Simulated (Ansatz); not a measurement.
Take Sb in the fcc (Cu type) structure (space group Fm-3m, No. 225; a = 4.714 Å; relaxed with 0.1 eV smearing) as the base. Axes: x, y, z lie along the cube axes.

Method: PBEsol (Ansatz, a quantum-chemistry and plane-wave program, PAW, no spin-orbit coupling).

Strains are applied to the cell and any free atomic positions relax.

One change was made to it. Results:

```csv
quantity,base,after
pressure,0.0 GPa,-4.7 GPa
energy relative to the base (free energy F),0 meV/atom,+36 meV/atom
```

Task: What was done to the base?
(A) strain tensor (xx, yy, zz, yz, xz, xy) = (−0.74, +0.92, +0.18, −0.82, −0.68, +0.67) %
(B) isotropic strain +2.84 %
(C) tensor shear ε_yz = +0.48 %
(D) uniaxial strain ε_yy = +2.17 %

Result: B, isotropic strain +2.84 %. For comparison, the energy relative to the base in the other runs: uniaxial strain ε_yy = +2.17 % gives +2.1 meV/atom; strain tensor (xx, yy, zz, yz, xz, xy) = (−0.74, +0.92, +0.18, −0.82, −0.68, +0.67) % gives +0.3 meV/atom; tensor shear ε_yz = +0.48 % gives +0.1 meV/atom.

Whether these cells are dynamically stable was not tested. This is not the structure that Sb has at room temperature and ambient pressure.
